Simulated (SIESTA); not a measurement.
SIESTA run on a (001) slab of Mo2Rh (cut from a parent of space group no. 69; 6 atoms in the cell): self-consistent single point.

Computed with GGA PBEsol, numerical atomic orbitals DZP, PseudoDojo PBEsol standard norm-conserving potentials (rewritten from UPF to PSML) (SIESTA).

The change in words: vacuum of 5 angstrom (first run: 14 Å). Reference geometry:
```xyz
6
Lattice="2.7144 0.0000 0.0000 -2.8532 2.7109 0.0000 0.0000 0.0000 24.1375" Properties=species:S:1:pos:R:3 pbc="T T T"
Mo     0.0000     0.0000     7.0000
Mo    -1.4266     1.3554    17.1375
Mo    -1.4266     1.3554    13.1901
Mo    -2.8532     2.7109    10.9473
Rh     0.0000     0.0000    15.1638
Rh    -1.4266     1.3554     8.9736
```

Reference input (self-consistent single point, DFT, GGA PBEsol, numerical atomic orbitals DZP, PseudoDojo PBEsol standard norm-conserving potentials (rewritten from UPF to PSML)): XC.functional = GGA; XC.authors = PBEsol; potentials = PseudoDojo PBEsol standard; PAO.BasisSize = DZP; PAO.EnergyShift = 0.01 Ry; MeshCutoff = 350 Ry; kgrid.MonkhorstPack = 8 8 1; OccupationFunction = MP; OccupationMPOrder = 0; ElectronicTemperature = 100 meV; MaxSCFIterations = 150; SCF.Mixer.Method = Pulay. This run's input differs from it in these lines:

```diff
@@ -14,3 +14,3 @@
     -2.853157000    2.710885000    0.000000000
-     0.000000000    0.000000000   24.137509000
+     0.000000000    0.000000000   15.137512000
 %endblock LatticeVectors
@@ -18,8 +18,8 @@
 %block AtomicCoordinatesAndAtomicSpecies
-     0.000000000    0.000000000    6.999998298  1
-    -1.426578500    1.355442500   17.137510702  1
-    -1.426578500    1.355442500   13.190110756  1
-    -2.853157000    2.710885000   10.947301694  1
-     0.000000000    0.000000000   15.163810729  2
-    -1.426578500    1.355442500    8.973601721  2
+     0.000000000    0.000000000    2.500005519  1
+     1.287854500    1.355442500   12.637506481  1
+     1.287854500    1.355442500    8.690112614  1
+     2.714433000    0.000000000    6.447308561  1
+     0.000000000    0.000000000   10.663817116  2
+     1.287854500    1.355442500    4.473604059  2
 %endblock AtomicCoordinatesAndAtomicSpecies
```

Output (repeated stretches shortened):

```
        iscf     Eharris(eV)        E_KS(eV)     FreeEng(eV)     dDmax    Ef(eV) dHmax(eV)
   scf:    1   -13932.452919   -13997.771954   -13997.808284  0.604783 -1.684212 21.411133
   scf:    2   -13835.049332   -13963.696515   -13963.737034  0.563619 -2.680504 29.754093
   scf:    3   -13904.426293   -13990.921159   -13990.945495  0.483370 -2.736632 34.616106
   scf:    4   -14025.527695   -14015.976639   -14016.009197  0.167814 -2.779781 11.015786
   scf:    5   -14011.152103   -14017.560810   -14017.604711  0.345078 -3.507026  8.760634
   [... 10 lines left out ...]
   scf:   16   -14019.970417   -14019.970399   -14020.018699  0.000444 -3.628059  0.012281
   scf:   17   -14019.970420   -14019.970411   -14020.018702  0.000174 -3.628514  0.007639
   scf:   18   -14019.970432   -14019.970422   -14020.018703  0.000113 -3.629023  0.002250
   scf:   19   -14019.970426   -14019.970424   -14020.018703  0.000041 -3.629051  0.000940
SCF Convergence by DM+H criterion
max |DM_out - DM_in|         :     0.0000414595
max |H_out - H_in|      (eV) :     0.0009397126
SCF cycle converged after 19 iterations

Using DM_out to compute the final energy and forces

siesta: E_KS(eV) =           -14019.9704

siesta: E_KS - E_eggbox =    -14019.9704

siesta: Atomic forces (eV/Ang):
     1    0.000000    0.000000    0.044932
     2   -0.000000   -0.000000   -0.045733
     3   -0.000000   -0.000000    0.139193
     4   -0.000000    0.000000   -0.139101
     5    0.000000   -0.000000   -0.163834
     6   -0.000000   -0.000000    0.164125
   Tot   -0.000000   -0.000000   -0.000417
   Max    0.164125
   Res    0.073262    sqrt( Sum f_i^2 / 3N )
   Max    0.164125    constrained

   [... lines left out ...]
siesta: FreeEng =    -14020.018703
   [... lines left out ...]
siesta:     0.074345   -0.002074    0.000000
siesta:    -0.002074    0.074713    0.000000
siesta:    -0.000000    0.000000    0.049663

siesta: Cell volume =        111.389620 Ang**3

siesta: Pressure (static):
siesta:                Solid            Molecule  Units
siesta:          -0.00072145         -0.00068356  Ry/Bohr**3
siesta:          -0.06624029         -0.06276136  eV/Ang**3
siesta:        -106.12864353       -100.55478026  kBar
```

The run converged in 19 iterations. Against the reference run the free energy drops by 35.6 meV/atom and the largest force goes from 0.362 to 0.164 eV/Å.

The starting cell comes from a database of computed structures (which also holds hypothetical and non-ambient phases and stackings), without a prior relaxation at this level. The slab is cut from that crystal, and its faces are unrelaxed. Its lattice was rescaled by up to half a per cent. Spin polarisation is off. Values carry the incompleteness of an atom-centred basis.

Cost on one core of a shared machine: roughly 3 min.
